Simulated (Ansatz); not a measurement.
Start from NbAgO3 in the cubic perovskite structure (space group Pm-3m, No. 221; a = 3.950 Å; a cell from a computed database, its experimental status unchecked).

Levels (all Ansatz, a program for electronic structure, PAW): PBEsol (420 eV, no spin-orbit coupling); HSE06 (420 eV, no SOC).

Its gap is 1.40 eV with PBEsol and 2.73 eV with HSE06.

One thing is altered: cell and atoms relaxed at a pressure of 10 GPa.

With PBEsol the gap becomes 1.45 eV.

**Question.** If the HSE06 correction stayed the same, what would the HSE06 gap be, and what does the HSE06 run give?

**Answer.** A rigid correction of +1.33 eV gives 2.78 eV. The HSE06 run gives 2.82 eV, so the correction itself changes by +0.04 eV.

Single points use the geometry relaxed with PBEsol. HSE06 gaps are upper bounds (no full band path). Load acts through the strain it causes; cell and atoms are relaxed under it. Stability against distortions was not tested. Competing high-pressure phases were not computed. Many cubic perovskites are stable only at high temperature; tilts and polar distortions were not tested.
